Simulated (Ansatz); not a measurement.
Start from SnO$_{2}$ in the rutile structure (space group P4_2/mnm, No. 136).

```xyz
6
Lattice="4.8276 0.0000 0.0000 0.0000 4.8276 0.0000 0.0000 0.0000 3.2382" Properties=species:S:1:pos:R:3 pbc="T T T"
Sn     0.0000     0.0000     0.0000
Sn     2.4138     2.4138     1.6191
O      1.4800     1.4800     0.0000
O      3.8938     0.9338     1.6191
O      0.9338     3.8938     1.6191
O      3.3475     3.3475     0.0000
```

Calculations: PBE in Ansatz (plane waves to 420 eV, PAW, spin-orbit coupling left out).

Carriers are added at fixed cell with a uniform background; the Fermi–Dirac width is that of 300 K.

One change was made to it. Results:

The gap between the host's bands decreases by 0.15 eV to 0.53 eV; the Fermi level relative to the doped band's edge (positive inside the band; to 0.05 eV) is +4.00 eV; the gap character remains direct at Γ.

Question: Name the change that was made.
A) electrons 3.0×10^21 cm⁻³
B) electrons 2.0×10^22 cm⁻³
C) electrons 2.0×10^21 cm⁻³

Answer: B, electrons 2.0×10^22 cm⁻³. For comparison, the Fermi level from band edge in the other runs: electrons 2.0×10^21 cm⁻³ gives +1.85 eV; electrons 3.0×10^21 cm⁻³ gives +2.20 eV.

Carriers are added with a uniform compensating background; total energy and stress of such cells depend on the potential's zero and are not compared; many-body gap narrowing is missing at this level. Stability against distortions was not tested.

Ansatz is a first-principles code.
